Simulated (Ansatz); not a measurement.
Band structure of LaAl₂Cu₃ (Cmmm, 6 atoms in the cell).

```yaml
crystal:
  lattice:
    - [2.68800, -4.51426, 0.00000]
    - [2.68800, 4.51426, 0.00000]
    - [0.00000, 0.00000, 4.17089]
  atoms:
    - { symbol: La, position: [0.00000, 0.00000, 0.00000] }
    - { symbol: Al, position: [0.50000, 0.00000, 0.50000] }
    - { symbol: Al, position: [0.00000, 0.50000, 0.50000] }
    - { symbol: Cu, position: [0.66109, 0.33891, 0.00000] }
    - { symbol: Cu, position: [0.33891, 0.66109, 0.00000] }
    - { symbol: Cu, position: [0.50000, 0.50000, 0.50000] }
```

Method: PBEsol, PAW files made with PBE (plane waves; Ansatz, an electronic-structure program).

Settings: kpoints.mp_grid.grid = 5 5 6; hamiltonian.xc = pbesol; hamiltonian.pseudopotentials = {kind: paw} (the program's default PAW files); scf.occupations.method = fermi_dirac; scf.occupations.width = 0.0073 Ry; kpoints.band_path.npoints = 8.

The starting cell comes from a database of computed structures (which also holds hypothetical and non-ambient phases and stackings), without a prior relaxation at this level. Its lattice was rescaled by a random factor within 2.5 % of one. Spin polarisation is off.

Levels in eV from the Fermi level, bands 34 to 41:
```csv
point,34,35,36,37,38,39,40,41
Γ,-1.82,-1.73,-0.82,-0.41,-0.14,0.38,2.34,2.41
X,-2.55,-0.27,0.26,0.34,0.34,0.50,1.96,2.26
S,-1.86,-1.67,-0.59,0.55,1.19,1.50,1.69,2.03
R,-2.51,-2.10,-0.88,-0.07,0.37,1.95,2.16,2.32
A,-2.39,-1.95,-1.16,-0.87,0.86,0.87,2.30,2.30
Z,-2.40,-1.43,-1.20,-1.06,-0.60,0.67,0.81,1.26
Y,-2.52,-1.92,-0.08,1.22,1.31,1.33,1.57,2.02
X1,-2.55,-0.27,0.26,0.34,0.34,0.50,1.96,2.26
A1,-2.39,-1.95,-1.16,-0.87,0.86,0.87,2.30,2.30
T,-2.32,-2.04,-1.08,-0.29,0.19,1.06,1.94,2.27
```

Bands cross the Fermi level along this path, so the cell is metallic at this level.

Keys are those of Ansatz 0.2.
